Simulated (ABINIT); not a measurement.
Input and output of a self-consistent single point for TiB₂ (P1, 3 atoms in the cell) (ABINIT).

Method: PBE, norm-conserving pseudopotentials (PseudoDojo nc-sr-05 PBE standard) (plane waves; ABINIT 10.0.3).

The change in words: lattice scaled by 0.98. Reference geometry:
```xyz
3
Lattice="1.5150 -2.6241 0.0000 1.5150 2.6241 0.0000 0.0000 0.0000 3.2300" Properties=species:S:1:pos:R:3 pbc="T T T"
Ti    -0.0168     0.0199     0.0114
B      1.4997     0.8342     1.5472
B      1.5470    -0.8541     1.6714
```

Reference input (self-consistent single point, DFT, PBE, plane waves, norm-conserving pseudopotentials (PseudoDojo nc-sr-05 PBE standard)): pseudos = [Ti.upf, B.upf]; ecut = 42 Ha; occopt = 7; tsmear = 0.00734986 Ha; ngkpt = 8 8 7; nshiftk = 1; shiftk = 0 0 0; potentials = PseudoDojo nc-sr-05 PBE standard; nband = 14; kptopt = 1; nstep = 100; toldfe = 1e-09 Ha. This run's input differs from it in these lines:

```diff
@@ -5,5 +5,5 @@
 rprim
-         2.8629350788   -4.9587490654    0.0000000000
-         2.8629350788    4.9587490654    0.0000000000
-         0.0000000000    0.0000000000    6.1038153825
+         2.8056763772   -4.8595743487    0.0000000000
+         2.8056763772    4.8595743487    0.0000000000
+         0.0000000000    0.0000000000    5.9817390749
 natom 3
```

Output (repeated stretches shortened):

```
--- !BeginCycle
solver: {iscf: 7, nstep: 100, nline: 4, wfoptalg: 0, }
tolerances: {toldfe: 1.00E-09, }
...

     iter   Etot(hartree)      deltaE(h)  residm     vres2
 ETOT  1  -65.097643568631    -6.510E+01 2.169E-01 1.326E+03
 ETOT  2  -64.637712458543     4.599E-01 1.745E-01 3.853E+03
 ETOT  3  -65.342008695233    -7.043E-01 1.336E-01 3.108E+01
 ETOT  4  -65.347043974811    -5.035E-03 3.468E-02 5.211E+00
 ETOT  5  -65.347868533422    -8.246E-04 3.163E-02 6.764E-01
   [... 2 lines left out ...]
 ETOT  8  -65.347982139163     8.266E-10 2.612E-03 5.763E-05
 ETOT  9  -65.347982149727    -1.056E-08 2.359E-03 6.994E-07
 ETOT 10  -65.347982149853    -1.259E-10 8.866E-04 3.932E-09
 ETOT 11  -65.347982149854    -1.151E-12 2.538E-03 2.613E-11
 At SCF step   11, etot is converged :
  for the second time, diff in etot=  1.151E-12 < toldfe=  1.000E-09

 Cartesian components of stress tensor (hartree/bohr^3)
  sigma(1 1)= -6.32172904E-04  sigma(3 2)= -7.63666771E-06
  sigma(2 2)= -7.52568689E-04  sigma(3 1)= -1.07198554E-06
  sigma(3 3)= -4.89216986E-04  sigma(2 1)=  2.78582177E-05

 ----iterations are completed or convergence reached----

 reduced coordinates (array xred) for    3 atoms
       0.990672000000      0.998260000000      0.003536000000
       0.336013000000      0.653917000000      0.479017000000
       0.673315000000      0.347823000000      0.517447000000
 cartesian forces (eV/Angstrom) at end:
    1      0.40907429948221    -0.45890476636073    -0.29683946534406
    2      0.50346358486458     1.37276274077456     0.97480520077716
   [... lines left out ...]
 Fermi (or HOMO) energy (hartree) =   0.46467   Average Vxc (hartree)=  -0.48304
 Fermi (or HOMO) energy (eV) =  12.64433   Average Vxc (eV)= -13.14413
   [... lines left out ...]
total_energy        : -6.53479821498538E+01
total_energy_eV     : -1.77820902675610E+03
band_energy         : -5.17558092150476E+00
...

-Cartesian components of stress tensor (GPa)         [Pressure=  1.8378E+01 GPa]
- sigma(1 1)= -1.85991658E+01  sigma(3 2)= -2.24678483E-01
- sigma(2 2)= -2.21413315E+01  sigma(3 1)= -3.15388981E-02
- sigma(3 3)= -1.43932582E+01  sigma(2 1)=  8.19616923E-01

 Calculation completed.
```

The run converged in 11 iterations. Against the reference run the free energy goes up by 29.1 meV/atom, the pressure goes from 0.95 to 18.38 GPa and the largest force goes from 1.538 to 1.757 eV/Å.

The starting cell has typed, rounded lattice constants, without a prior relaxation at this level. Its atoms were displaced at random from the sites of space group no. 191. For this run, on top of that: lattice scaled by 0.98. Spin polarisation is off. With a pressure of about 18 GPa the cell is away from its equilibrium volume at this level. Forces in this geometry exceed 1 eV/Å.

Cost on one core of a shared machine: roughly 5 min.
